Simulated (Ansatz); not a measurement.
The parent structure is SiO2 in the rutile structure (space group P4_2/mnm, No. 136; a = 4.236 Å, c = 2.690 Å). Axes: x, y, z lie along a, b, c of the conventional cell.

Structures relaxed with Ansatz (a program for electronic structure), PBE, PAW, cutoff 420 eV, no spin-orbit coupling.

Base:

Simulated powder pattern, Cu Kα, λ = 1.54184 Å (kinematic, ideal powder, no thermal factors, no anomalous dispersion; the 14 strongest lines at most, above 2 %, up to 2θ = 90°):

```tsv
2θ (°)	I/Imax (%)	hkl
29.83	100	(110)
39.69	24	(101)
45.31	40	(111)
48.03	16	(210)
59.70	60	(211)
61.96	20	(220)
69.93	11	(002)
70.27	6.3	(310)
76.14	29	(301)
77.84	11	(112)
80.01	2.2	(311)
89.31	3.0	(212)
```

After one change:

Simulated powder pattern, Cu Kα, λ = 1.54184 Å (kinematic, ideal powder, no thermal factors, no anomalous dispersion; the 14 strongest lines at most, above 2 %, up to 2θ = 90°):

| 2θ (°) | I/Imax (%) |
|---|---|
| 30.39 | 100 |
| 39.62 | 27 |
| 45.44 | 43 |
| 48.96 | 15 |
| 60.30 | 62 |
| 63.23 | 21 |
| 69.15 | 12 |
| 71.75 | 6.7 |
| 77.25 | 29 |
| 77.38 | 12 |
| 81.25 | 2.6 |
| 89.29 | 3.1 |

Name the change that was made.
A. biaxial strain −1.20 %, plane normal [001], relaxed out of plane
B. biaxial strain −0.60 %, plane normal [001], relaxed out of plane
C. biaxial strain −2.40 %, plane normal [001], relaxed out of plane
D. biaxial strain −1.80 %, plane normal [001], relaxed out of plane

D, biaxial strain −1.80 %, plane normal [001], relaxed out of plane. Its volume per atom is 7.84 Å³ against 8.05 Å³, and its space group is P4_2/mnm (No. 136).

Stability against distortions was not tested.
